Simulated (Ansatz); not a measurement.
Given:

```
CELL_PARAMETERS angstrom
      3.83495     0.00000     0.00000
      0.00000     5.42344     0.00000
      1.91747     2.71172     1.92305
ATOMIC_POSITIONS crystal
  Si 0.00000 0.50020 0.00000
  Si 0.50000 0.24980 0.00000
```

No spin polarisation.

Level of theory: Kohn–Sham DFT with the PBEsol functional, run in Ansatz (a first-principles code) with PAW and 420 eV plane waves, without spin-orbit coupling. Settings: 11×11×11 k-points, 0.05 eV Fermi–Dirac smearing.

Predict the valence-band top at Γ (three highest levels, from the VBM).

0.00, 0.00, -0.03 eV.

Estimate the gap character.

Indirect, Γ → Γ–X (80 % along).

Predict the smallest direct gap.

2.50 eV.

The cells carry an imposed strain or load. Whether these cells are dynamically stable was not tested. The cell was made from Si in the diamond structure (space group Fd-3m, No. 227) by this change: biaxial strain −0.19 %, plane normal [110], relaxed out of plane.
